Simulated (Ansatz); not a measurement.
**Element substitutions in GaN**

Take GaN in the zinc blende structure (space group F-43m, No. 216; a = 4.498 Å) as the base.

Each row replaces one element on all its sites; cell and atoms are relaxed.

The values are results of Ansatz (an electronic-structure program), PBEsol, PAW, cutoff 420 eV, spin-orbit coupling left out, earlier PAW set, not measurements.

```json
[
 {"case": "base", "band gap": "1.70 eV", "lattice parameter a": "4.498 Å"},
 {"case": "Ga → Al", "band gap": "3.19 eV", "lattice parameter a": "4.377 Å"},
 {"case": "Ga → B", "band gap": "4.29 eV", "lattice parameter a": "3.605 Å"},
 {"case": "N → Sb", "band gap": "zero", "lattice parameter a": "6.112 Å"}
]
```

With Sb present, leaving out spin-orbit coupling can change the band edges. Whether these cells are dynamically stable was not tested. All final runs are without spin polarisation. This is not the structure that AlN has at room temperature and ambient pressure. This is not the structure that GaN has at room temperature and ambient pressure. The zero or small gap of GaSb can change with the level of theory.
